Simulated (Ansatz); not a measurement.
**TiB2 under a change: biaxial strain +2.00 %, plane normal [001], relaxed out of plane**

Take TiB2 (space group P6/mmm, No. 191; a = 2.994 Å, c = 3.160 Å) as the base. Axes: x lies along a and z along c of the hexagonal cell.

Perturbation: biaxial strain +2.00 %, plane normal [001], relaxed out of plane (Cartesian); in-plane vectors clamped, the third vector and the atoms free.

All numbers come from Ansatz (a quantum-chemistry and plane-wave program), LDA, PAW, cutoff 420 eV, spin-orbit coupling left out. k-mesh 13×13×10 (Γ-centred); smearing 0.05 eV (Fermi–Dirac).

```csv
quantity,base,changed,shift
volume per atom,8.18 Å³,8.42 Å³,+0.249 Å³
"pressure (mean of the normal stresses, compression positive)",0.0 GPa,-8.9 GPa,-8.9 GPa
band gap,zero,zero,–
out-of-plane strain (rough),–,-0.95 %,–
mean in-plane stress (compression positive) (rough),–,-13.4 GPa,–
```

The mesh was chosen for an insulator and is coarse for the gapless case. Without a gap, meshes like the base's 13×13×10 leave anisotropic stresses uncertain by several tenths of a GPa, and small strain energies with them. Whether these cells are dynamically stable was not tested. All final runs are without spin polarisation.
